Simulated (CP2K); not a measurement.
A self-consistent single point of CsLiBr2 (P4/nmm, 8 atoms in the cell) with CP2K.

Computed with LDA (Pade form), GPW, DZVP-MOLOPT-SR-GTH basis, GTH-PADE potentials (GTH_POTENTIALS) run with CP2K.

The change in words: lattice scaled by 0.98. Reference geometry:
```
CsLiBr2
1.0
    5.18124     0.00000     0.00000
    0.00000     5.18124     0.00000
    0.00000     0.00000     9.93006
Cs Li Br
2 2 4
Cartesian
  0.00000   2.59062   2.97932
  2.59062   0.00000   6.95074
  2.59062   0.00000   0.81903
  0.00000   2.59062   9.11103
  0.00000   2.59062   6.61263
  2.59062   0.00000   3.31743
  0.00000   0.00000   0.00000
  2.59062   2.59062   0.00000
```

Reference input (self-consistent single point, DFT LDA (Pade form), GPW, DZVP-MOLOPT-SR-GTH basis, GTH-PADE potentials (GTH_POTENTIALS)): CUTOFF = 500 Ry; REL_CUTOFF = 50 Ry; KPOINTS/SCHEME = MONKHORST-PACK 3 3 2; GAMMA_CENTERED = T; XC_FUNCTIONAL = PADE; Cs/BASIS_SET = DZVP-MOLOPT-SR-GTH; Cs/POTENTIAL = GTH-PADE-q9; Li/BASIS_SET = DZVP-MOLOPT-SR-GTH; Li/POTENTIAL = GTH-PADE-q3; Br/BASIS_SET = DZVP-MOLOPT-SR-GTH; Br/POTENTIAL = GTH-PADE-q7; METHOD = GPW. This run's input differs from it in these lines:

```diff
@@ -60,3 +60,3 @@
     &CELL
-      ABC 5.18124000 5.18124000 9.93006000
+      ABC 5.07761500 5.07761500 9.73145900
       ALPHA_BETA_GAMMA 90.00000000 90.00000000 90.00000000
@@ -65,10 +65,10 @@
     &COORD
-      Cs       0.00000000     2.59062000     2.97931590
-      Cs       2.59062000     0.00000000     6.95074410
-      Li       2.59062000     0.00000000     0.81903135
-      Li       0.00000000     2.59062000     9.11102865
-      Br       0.00000000     2.59062000     6.61262556
-      Br       2.59062000     0.00000000     3.31743444
+      Cs       0.00000000     2.53880750     2.91972964
+      Cs       2.53880750     0.00000000     6.81172936
+      Li       2.53880750     0.00000000     0.80265074
+      Li       0.00000000     2.53880750     8.92880826
+      Br       0.00000000     2.53880750     6.48037318
+      Br       2.53880750     0.00000000     3.25108582
       Br       0.00000000     0.00000000     0.00000000
-      Br       2.59062000     2.59062000     0.00000000
+      Br       2.53880750     2.53880750     0.00000000
     &END COORD
```

Output, abridged:

```
 SCF WAVEFUNCTION OPTIMIZATION

  Step     Update method      Time    Convergence         Total energy    Change
     1 NoMix/Diag. 0.30E+00      -     2.07123637      -109.7225843418 -1.10E+02
     2 Broy./Diag. 0.30E+00      -     0.01483681      -109.0833418803  6.39E-01
     3 Broy./Diag. 0.30E+00      -     0.07210504      -109.1945198943 -1.11E-01
     4 Broy./Diag. 0.30E+00      -     0.01505782      -109.5624757160 -3.68E-01
     5 Broy./Diag. 0.30E+00      -     0.01918163      -109.5612717251  1.20E-03
     6 Broy./Diag. 0.30E+00      -     0.00841366      -109.5502403543  1.10E-02
   [... 10 lines left out ...]
    17 Broy./Diag. 0.30E+00      -     0.00000187      -109.5146078088 -1.22E-07
    18 Broy./Diag. 0.30E+00      -     0.00000164      -109.5145917319  1.61E-05
    19 Broy./Diag. 0.30E+00      -     0.00000119      -109.5145843765  7.36E-06
    20 Broy./Diag. 0.30E+00      -     0.00000046      -109.5145881518 -3.78E-06
  *** SCF run converged in    20 steps ***

  Overlap energy of the core charge distribution:               0.00000000000465
  Self energy of the core charge distribution:               -207.90386153734821
  Core Hamiltonian energy:                                     41.47250521965649
  Hartree energy:                                              77.14691347115145
  Exchange-correlation energy:                                -20.23014530522169

  Total energy:                                              -109.51458815175734

 ENERGY| Total FORCE_EVAL ( QS ) energy [hartree]           -109.514597709723361

 FORCES| Atomic forces [hartree/bohr]
 FORCES|   Atom     x               y               z               |f|
 FORCES|      1  5.83256124E-12 -3.90302174E-12 -4.57535185E-05   4.57535185E-05
   [... lines left out ...]

 STRESS| Analytical stress tensor [bar]
 STRESS|                        x                   y                   z
 STRESS|      x       -6.35578244972E+03  -8.79698509299E-06  -9.22651531988E-06
 STRESS|      y       -8.79698509299E-06  -6.35581194537E+03   9.68982792762E-06
 STRESS|      z       -9.22651531988E-06   9.68982792762E-06  -4.82792041896E+03
 STRESS| 1/3 Trace                                            -5.84650493802E+03
```

The run converged in 20 iterations. Against the reference run the free energy goes down by 13.5 meV/atom, the pressure goes from -1.57 to -0.58 GPa, the largest force moves little (0.057 to 0.060 eV/Å) and the gap on the mesh goes from 4.195 to 4.351 eV.

The starting cell comes from a database of computed structures (which also holds hypothetical and non-ambient phases and stackings), without a prior relaxation at this level. For this run, on top of that: lattice scaled by 0.98. Values carry the incompleteness of an atom-centred basis.
